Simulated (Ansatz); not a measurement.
The reference is Pt in the fcc (Cu type) structure (space group Fm-3m, No. 225; a = 3.9415 Å; relaxed with 0.1 eV smearing). Axes: x, y, z lie along the cube axes.

Calculations: Kohn–Sham DFT with the r2SCAN functional, run in Ansatz (a first-principles code) with PAW and 500 eV plane waves, no spin-orbit coupling, earlier PAW set.

Base values:

| Quantity | Result |
|---|---|
| Shortest interatomic distance | 2.787 Å |

It is then changed as follows: the cell is stretched by 1.04 % along x with no lateral relaxation; the atoms relax in the strained cell.

How does this affect the energy relative to the base, stress and shortest interatomic distance?

The energy goes up by 1.7 meV/atom; the stress (xx, yy, zz, yz, xz, xy; compression positive) amounts to (-3.3, -2.4, -2.4, 0.0, 0.0, 0.0) GPa; the shortest interatomic distance remains 2.787 Å.

Stability against distortions was not tested. All final runs are without spin polarisation.
